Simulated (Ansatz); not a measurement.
## C: response to strain

Base system: C in the diamond structure (space group Fd-3m, No. 227; a = 3.572 Å).

Strains are applied to the cell and any free atomic positions relax.

Calculations: PBE, PAW, 420 eV (Ansatz, a first-principles code; no SOC).

Candidates:
(a) isotropic strain +1.50 %
(b) isotropic strain −3.00 %
(c) isotropic strain +2.00 %
(d) isotropic strain +3.00 %

For the base:

```
Item        Value
--------  -------
Band gap  4.13 eV
```

### Question
Order them by band gap, highest first.

### Answer
(b) isotropic strain −3.00 % (4.34 eV), (a) isotropic strain +1.50 % (4.04 eV), (c) isotropic strain +2.00 % (4.00 eV), (d) isotropic strain +3.00 % (3.94 eV)

Stability against distortions was not tested.
